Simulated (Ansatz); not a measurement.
**A computed series for BN: response to strain**

Take BN in the h-BN type structure (space group P6_3/mmc, No. 194; layered, stacked along the Cartesian z axis) as the base.

```
BN
1.0
    2.49975     0.00000     0.00000
   -1.24987     2.16485     0.00000
    0.00000     0.00000     6.52535
B N
2 2
Direct
  0.33333   0.66667   0.25000
  0.66667   0.33333   0.75000
  0.33333   0.66667   0.75000
  0.66667   0.33333   0.25000
```

Cartesian axes are those of the cell as printed.

Strains are applied to the cell and any free atomic positions relax; under biaxial strain the out-of-plane vector relaxes too.

Calculations: r2SCAN+rVV10 (Ansatz, a quantum-chemistry and plane-wave program; PAW; 500 eV plane waves; spin-orbit coupling left out), earlier PAW set.

Notes on the quantities. pressure: mean of the normal stresses, compression positive.

| variant | smallest direct gap | band gap | pressure | volume per atom |
|---|---|---|---|---|
| base | 5.18 eV | 4.74 eV | 0.00 GPa | 8.83 Å³ |
| biaxial strain −4.40 %, plane normal [001], relaxed out of plane | 5.54 eV | 4.96 eV | 41.24 GPa | 8.06 Å³ |
| biaxial strain −3.02 %, plane normal [001], relaxed out of plane | 5.43 eV | 4.89 eV | 26.42 GPa | 8.30 Å³ |
| biaxial strain +2.40 %, plane normal [001], relaxed out of plane | 4.98 eV | 4.61 eV | -16.15 GPa | 9.24 Å³ |
| isotropic strain +3.98 % | 4.98 eV | 4.58 eV | -24.28 GPa | 9.92 Å³ |
| isotropic strain +5.63 % | 4.85 eV | 4.51 eV | -31.26 GPa | 10.40 Å³ |
| uniaxial strain ε_xx = −0.92 % | 5.20 eV | 4.72 eV | 3.57 GPa | 8.75 Å³ |
| uniaxial strain ε_xx = +2.85 % | 4.97 eV | 4.59 eV | -9.92 GPa | 9.08 Å³ |
| uniaxial strain ε_xx = +5.35 % | (withheld) | (withheld) | (withheld) | 9.30 Å³ |
| uniaxial strain ε_zz = −2.46 % | 5.09 eV | 4.70 eV | 0.37 GPa | 8.61 Å³ |

Q: Fill in the withheld entries from the trend.

A: 
- uniaxial strain ε_xx = +5.35 %, smallest direct gap: 4.76 eV
- uniaxial strain ε_xx = +5.35 %, band gap: 4.47 eV
- uniaxial strain ε_xx = +5.35 %, pressure: -17.30 GPa

No phonon test of stability was made.
